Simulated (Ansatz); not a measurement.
Levels about the gap of amorphous C₁₂Sb₁₂S₃₆ (60 atoms in a cell of 1372 Å³, 3.34 g/cm³; zone centre alone, so wide bands show as single levels with stretches between that a denser mesh fills), at the geometry that PBE-D3(BJ) relaxed, where it gives 0.0 GPa on a denser mesh. The participation number counts the atoms over which a state spreads; weights are charges in smoothed Voronoi cells. The levels come from a single point, so bond lengths are those of that geometry. Method of the levels: r2SCAN, scalar-relativistic without spin-orbit coupling (Ansatz, an electronic-structure program). Sampling: the zone centre alone; Fermi-Dirac width 0.01 eV; collinear spin, started from moments on atoms (the moments died out).

Preparation: random packing, a CHGNet melt and quench, and a DFT relaxation. The hot cell started wider than the set density and was brought back towards it in steps. It is the lowest in DFT energy of 3 quenches. It is a model cell: composition and starting density were chosen by hand, and all elements were melted together. The geometry includes D3(BJ) dispersion. Its density started from a set value of 3.09 and ended at 3.34 g/cm³. The quench (nominally 120 K/ps over its main leg) was far faster than any real one, so the model tends to hold more defects than a real film. Values belong to this one cell and scatter from quench to quench. Volume and shape were free in the relaxation.

```json
[
 {"E - E(highest filled), eV": "-0.32", "filling": "filled", "spin": "dn", "participation number": "29.2", "largest on": "S, 1 neighbours", "weight S": "0.76", "weight Sb": "0.16", "weight C": "0.09"},
 {"E - E(highest filled), eV": "-0.22", "filling": "filled", "spin": "dn", "participation number": "18.2", "largest on": "S, 1 neighbours", "weight S": "0.77", "weight Sb": "0.15", "weight C": "0.08"},
 {"E - E(highest filled), eV": "-0.22", "filling": "filled", "spin": "up", "participation number": "18.2", "largest on": "S, 1 neighbours", "weight S": "0.77", "weight Sb": "0.15", "weight C": "0.08"},
 {"E - E(highest filled), eV": "-0.09", "filling": "filled", "spin": "dn", "participation number": "25.3", "largest on": "S, 2 neighbours", "weight S": "0.71", "weight Sb": "0.14", "weight C": "0.15"},
 {"E - E(highest filled), eV": "-0.09", "filling": "filled", "spin": "up", "participation number": "25.3", "largest on": "S, 2 neighbours", "weight S": "0.71", "weight Sb": "0.14", "weight C": "0.15"},
 {"E - E(highest filled), eV": "0.00", "filling": "filled", "spin": "up", "participation number": "20.7", "largest on": "Sb, 4 neighbours", "weight S": "0.56", "weight Sb": "0.36", "weight C": "0.08"},
 {"E - E(highest filled), eV": "0.00", "filling": "filled", "spin": "dn", "participation number": "20.7", "largest on": "Sb, 4 neighbours", "weight S": "0.56", "weight Sb": "0.36", "weight C": "0.08"},
 {"E - E(highest filled), eV": "0.69", "filling": "empty", "spin": "dn", "participation number": "18.8", "largest on": "S, 2 neighbours", "weight S": "0.60", "weight Sb": "0.09", "weight C": "0.31"},
 {"E - E(highest filled), eV": "0.69", "filling": "empty", "spin": "up", "participation number": "18.8", "largest on": "S, 2 neighbours", "weight S": "0.60", "weight Sb": "0.09", "weight C": "0.31"},
 {"E - E(highest filled), eV": "0.81", "filling": "empty", "spin": "dn", "participation number": "21.5", "largest on": "C, 3 neighbours", "weight S": "0.49", "weight Sb": "0.16", "weight C": "0.34"},
 {"E - E(highest filled), eV": "0.81", "filling": "empty", "spin": "up", "participation number": "21.5", "largest on": "C, 3 neighbours", "weight S": "0.49", "weight Sb": "0.16", "weight C": "0.34"},
 {"E - E(highest filled), eV": "1.16", "filling": "empty", "spin": "dn", "participation number": "24.9", "largest on": "C, 3 neighbours", "weight S": "0.53", "weight Sb": "0.11", "weight C": "0.36"},
 {"E - E(highest filled), eV": "1.16", "filling": "empty", "spin": "up", "participation number": "24.9", "largest on": "C, 3 neighbours", "weight S": "0.53", "weight Sb": "0.11", "weight C": "0.36"},
 {"E - E(highest filled), eV": "1.32", "filling": "empty", "spin": "dn", "participation number": "15.3", "largest on": "C, 3 neighbours", "weight S": "0.52", "weight Sb": "0.18", "weight C": "0.30"}
]
```

Most localised among these is the empty level at +1.32 eV, on a C atom, which has 3 neighbours (S 1.67 Å, S 1.73 Å, S 1.77 Å).
